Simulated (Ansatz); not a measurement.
Start from CdTe in the zinc blende structure (space group F-43m, No. 216; a = 6.4887 Å). Axes: x, y, z lie along the cube axes.

Computed with PBEsol (Ansatz, a quantum-chemistry and plane-wave program), scalar-relativistic without spin-orbit coupling.

Before the change:

* **Pressure**: 0.01 GPa
* **Valley order**: Γ 0.65 eV; L along ⟨111⟩ 1.74 eV

The change: uniaxial strain ε_zz = −1.00 %, all other strain components held at zero; the atoms relax in the strained cell.

Q: How does this affect the pressure, valley order and energy relative to the base?

A: The pressure (mean of the normal stresses, compression positive) increases by 0.42 GPa (0.01 GPa → 0.43 GPa); the valley order (the lowest conduction-band minima on the path, energy above the VBM, named in the base's zone) goes from Γ 0.65 eV; L along ⟨111⟩ 1.74 eV to Γ 0.66 eV; L along [1-11] 1.72 eV; the energy increases by 0.6 meV/atom.

With Te present, leaving out spin-orbit coupling can change the band edges. The levels and masses belong to the bands next to the band gap. Stability against distortions was not tested.
